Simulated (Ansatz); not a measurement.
Response to strain in CdSe

Take CdSe in the wurtzite structure (space group P6_3mc, No. 186; a = 4.383 Å, c = 7.154 Å) as the base. Axes: x lies along a and z along c of the hexagonal cell.

Strains are applied to the cell and any free atomic positions relax; under biaxial strain the out-of-plane vector relaxes too.

All numbers come from PBE in Ansatz (plane waves to 420 eV, PAW, spin-orbit coupling left out).

| biaxial strain, plane normal [001], relaxed out of plane (%) | out-of-plane strain (%) |
|---|---|
| 0 | 0.00 |
| 0.6 | -0.51 |
| 1.2 | -0.99 |
| 1.8 | ? |
| 2.4 | -1.98 |

Question: Fit ε⊥ = −νε + γε² (strains in %) to the rows shown and predict the withheld row.

Answer: Least squares on the printed values gives ν = 0.84 (the biaxial Poisson response) and γ = 0.005 (largest residual 0.01 %); this predicts -1.49 %, and the run gives -1.48 %, in agreement.

Whether these cells are dynamically stable was not tested.

Ansatz is a first-principles code.
